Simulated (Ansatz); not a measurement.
What isotropic strain +1.72 % does to Ru

The parent structure is Ru in the hcp (Mg type) structure (space group P6_3/mmc, No. 194; a = 2.706 Å, c = 4.265 Å; relaxed with 0.1 eV smearing).

It is then changed as follows: every lattice vector is stretched by 1.72 %; the atoms relax in the strained cell.

Method: r2SCAN (Ansatz, a quantum-chemistry and plane-wave program), spin-orbit coupling left out, earlier PAW set. Settings: 24×24×14 k-points, 0.1 eV Fermi–Dirac smearing.

The volume per atom goes up by 0.71 Å³ to 14.23 Å³ and the space group is still P6_3/mmc (No. 194). The shortest interatomic distance goes up by 4.55 pm to 268.9 pm and the energy increases by 36 meV/atom. The pressure (mean of the normal stresses, compression positive) goes from zero to -15.3 GPa and the band gap stays zero.

Final structure:

```yaml
crystal:
  lattice:
    - [2.75205, 0.00000, 0.00000]
    - [-1.37603, 2.38335, 0.00000]
    - [0.00000, 0.00000, 4.33843]
  atoms:
    - { symbol: Ru, position: [0.33333, 0.66667, 0.75000] }
    - { symbol: Ru, position: [0.66667, 0.33333, 0.25000] }
```

Cost of the whole job for the changed cell (relaxation, final SCF and bands): roughly 70 core-seconds.

Whether these cells are dynamically stable was not tested. The final runs are not spin-polarised.
